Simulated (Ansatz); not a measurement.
```xyz
8
Lattice="5.6412 0.0000 0.0000 0.0000 5.6412 0.0000 2.8206 -2.8206 5.1492" Properties=species:S:1:pos:R:3 pbc="T T T"
Zn     2.8206     0.0000     2.5746
Zn     0.0000     0.0000     0.0000
Ge     5.6412     2.8206     2.5746
Ge     5.6412     0.0000     5.1492
P      4.2586     1.4103     3.8619
P      7.0237    -1.4103     3.8619
P      1.4103     1.4380     1.2873
P      4.2309     4.2032     1.2873
```

No spin polarisation.

The values are results of PBEsol, PAW, 420 eV (Ansatz, a quantum-chemistry and plane-wave program; spin-orbit coupling left out), not measurements. k-mesh 9×9×9 (Γ-centred); smearing 0.05 eV (Fermi–Dirac).

Q: Predict the electron mass, pressure and gap character.

A: 
- Electron mass: 1.3 mₑ along k, 0.23 mₑ across (off the special points)
- Pressure (mean of the normal stresses, compression positive): -30.6 kbar
- Gap character: indirect, Γ → Γ–M (40 % along)

The cells carry an imposed strain or load. Effective masses come from finite differences of ±0.01 Å⁻¹. Along k means along the line from Γ to the band edge. No phonon test of stability was made. The cell was made from ZnGeP₂ in the chalcopyrite structure (space group I-42d, No. 122) by this change: biaxial strain +4.00 %, plane normal [001], relaxed out of plane.
